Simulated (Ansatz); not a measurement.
Start from AgCl in the rock salt structure (space group Fm-3m, No. 225; a = 5.4475 Å).

Level of theory: Ansatz (an electronic-structure program), PBEsol, PAW, cutoff 420 eV, spin-orbit coupling left out.

For the base:

| Property | Value |
|---|---|
| Valley order | Γ 0.72 eV; X along ⟨100⟩ 2.13 eV |
| Width of the top valence band | 2.56 eV |

It is then changed as follows: a hydrostatic pressure of 0.9 GPa.

Question: What happens to the valley order?

Answer: The valley order (the lowest conduction-band minima on the path, energy above the VBM, named in the base's zone) becomes Γ 0.73 eV; X along ⟨100⟩ 2.10 eV (base: Γ 0.72 eV; X along ⟨100⟩ 2.13 eV).

Question: What happens to the width of the top valence band?

Answer: The width of the top valence band grows by 0.066 eV, from 2.56 eV to 2.62 eV.

The levels and masses belong to the bands next to the band gap. Load acts through the strain it causes; cell and atoms are relaxed under it. No phonon test of stability was made.
